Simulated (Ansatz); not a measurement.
How the bulk modulus of ZrSe (model structure, started from the CsCl type, Pm-3m, No. 221, 2 atoms in the cell) moves with the method

No measured value is used here.

**Question.** Put these levels in order of the bulk modulus that they give for ZrSe (model structure, started from the CsCl type, Pm-3m, No. 221, 2 atoms in the cell), smallest first: LDA (Ansatz, an electronic-structure program), PBE (Ansatz), PBEsol (Ansatz).

**Answer.** PBE (121 GPa), PBEsol (135 GPa), LDA (143 GPa)

Unless a cell is named, each level is at its own relaxed cell (LDA 17.81, PBE 18.95, PBEsol 18.20 Å³/atom).

PBEsol, LDA, PBE: the bulk modulus is −V dP/dV from two relaxed cells at ±2 % in volume. Each level is taken at its own relaxed cell. Ansatz's density-functional and Hartree–Fock values are scalar-relativistic unless marked +SOC, with PAW data made under PBE.

A model structure was made by putting elements into a prototype or built by hand; it is no filed structure, need not be a known phase, and can be a saddle point held by its symmetry.
